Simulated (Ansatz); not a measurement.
## Sensitivity of a calculation on CaHI (P4/nmm, 6 atoms in the cell) to its settings

Space group P4/nmm, origin choice 1 (No. 129); a = 4.071 Å, b = 4.071 Å, c = 8.941 Å, α = 90.00°, β = 90.00°, γ = 90.00°

```tsv
atom	site	symmetry	x	y	z
Ca	2c	4mm	0.0000	0.5000	0.1600
H	2a	-4m2	0.0000	0.0000	0.0000
I	2c	4mm	0.5000	0.0000	0.3250
```

Base run A: PBEsol, default PAW files made with PBE run with Ansatz (an electronic-structure program), self-consistent single point.

Its settings: kpoints.mp_grid.grid = 7 7 3; hamiltonian.xc = pbesol; hamiltonian.pseudopotentials = {kind: paw} (the program's default PAW files); scf.occupations.method = fermi_dirac; scf.occupations.width = 0.136 eV.

The starting cell comes from a database of published, mostly measured structures (it also holds non-ambient and calculated ones), without a prior relaxation at this level. Spin-orbit coupling is off. Ansatz's pressure includes its estimate of the finite-basis (Pulay) stress.

ΔF is the free energy per atom less that of run A. 

Run A gave: pressure (GPa) -2.77; largest force (eV/Å) 0.854; gap on the mesh (eV) 3.248; k-points 20; valence electrons 56.

Runs:
- B: scf.occupations.width: 0.136 eV → 0.5 eV
- C: scf.convergence.dr2_threshold: default (1e-07 eV) → 0.001 eV
- D: 1 x 2 x 1 supercell, mesh divided and rounded up; kpoints.mp_grid.grid: 7 7 3 → 7 4 3
- E: scf.mixing.preconditioner: default (the program chose Resta) → kerker; scf.mixing.q_tf: default → 3
- F: scf.eigensolver.kind: default (the program chose band_cg) → davidson
- G: scf.mixing.algorithm: default (the program chose MSR1) → anderson; scf.mixing.beta: default → 0.2

Problem. What does run B change against A?

Solution. The free energy drops by 11.9 meV/atom, the pressure goes from -2.77 to -2.66 GPa, the largest force goes from 0.854 to 0.836 eV/Å and the gap on the mesh goes from 3.248 to 3.279 eV.

| run | ΔF (meV/atom) | pressure (GPa) | largest force (eV/Å) | gap on the mesh (eV) | k-points | valence electrons |
|---|---|---|---|---|---|---|
| A | 0.00 | -2.77 | 0.854 | 3.248 | 20 | 56 |
| B | -11.9 | -2.66 | 0.836 | 3.279 | 20 | 56 |
| C | 0.00 | -2.77 | 0.855 | 3.248 | 20 | 56 |
| D | -0.01 | -2.77 | 0.855 | 3.243 | 24 | 112 |
| E | 0.00 | -2.77 | 0.855 | 3.248 | 20 | 56 |
| F | 0.00 | -2.77 | 0.855 | 3.248 | 20 | 56 |
| G | 0.00 | -2.77 | 0.855 | 3.248 | 20 | 56 |

Keys are those of Ansatz 0.2.
